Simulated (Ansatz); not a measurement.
Take MgI$_{2}$ in the CdI2 type structure (space group P-3m1, No. 164; a = 4.0597 Å, c = 6.5802 Å; layered, stacked along the Cartesian z axis) as the base. Axes: x lies along a and z along c of the hexagonal cell.

Calculations: PBEsol-D3(BJ) in Ansatz (plane waves to 420 eV, PAW, no spin-orbit coupling).

Strains are applied to the cell and any free atomic positions relax.

One change was made to it. Results:

The smallest direct gap grows by 0.04 eV, from 3.69 eV to 3.73 eV; the energy goes up by 0.3 meV/atom; the band gap increases by 0.056 eV, from 3.34 eV to 3.39 eV.

**Question.** Which of these changes matches the shifts?
(A) uniaxial strain ε_zz = −1.00 %
(B) uniaxial strain ε_zz = +2.50 %
(C) uniaxial strain ε_zz = −2.00 %
(D) uniaxial strain ε_zz = +1.00 %

**Answer.** D, uniaxial strain ε_zz = +1.00 %. For comparison, the band gap in the other runs: uniaxial strain ε_zz = −2.00 % gives 3.22 eV; uniaxial strain ε_zz = −1.00 % gives 3.28 eV; uniaxial strain ε_zz = +2.50 % gives 3.46 eV.

Spin-orbit coupling, missing from the scalar runs, can matter with I. Whether these cells are dynamically stable was not tested.

Ansatz is an electronic-structure program.
